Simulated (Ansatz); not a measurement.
## Cu, response to strain

The reference is Cu in the fcc (Cu type) structure (space group Fm-3m, No. 225; a = 3.577 Å; relaxed with 0.1 eV smearing). Axes: x, y, z lie along the cube axes.

Strains are applied to the cell and any free atomic positions relax; under biaxial strain the out-of-plane vector relaxes too.

Level of theory: DFT with r2SCAN, PAW potentials and a 500 eV plane-wave cutoff in Ansatz (a first-principles code), spin-orbit coupling left out.

Notes on the quantities. in-plane stress: mean in-plane stress (compression positive); energy relative to the base: free energy F.

| variant | out-of-plane strain | in-plane stress | energy relative to the base |
|---|---|---|---|
| base | – | – | 0 meV/atom |
| biaxial strain +0.42 %, plane normal [111], relaxed out of plane | -0.30 % | -1.3 GPa | +0.4 meV/atom |
| biaxial strain +0.83 %, plane normal [111], relaxed out of plane | -0.59 % | -2.5 GPa | +1.5 meV/atom |
| biaxial strain +1.25 %, plane normal [111], relaxed out of plane | -0.89 % | -3.6 GPa | +3.3 meV/atom |
| biaxial strain +1.67 %, plane normal [111], relaxed out of plane | -1.19 % | -4.7 GPa | +5.8 meV/atom |
| biaxial strain +2.08 %, plane normal [111], relaxed out of plane | -1.49 % | -5.7 GPa | +8.9 meV/atom |
| biaxial strain +2.50 %, plane normal [111], relaxed out of plane | -1.80 % | -6.6 GPa | +13 meV/atom |

Stability against distortions was not tested. All final runs are without spin polarisation.
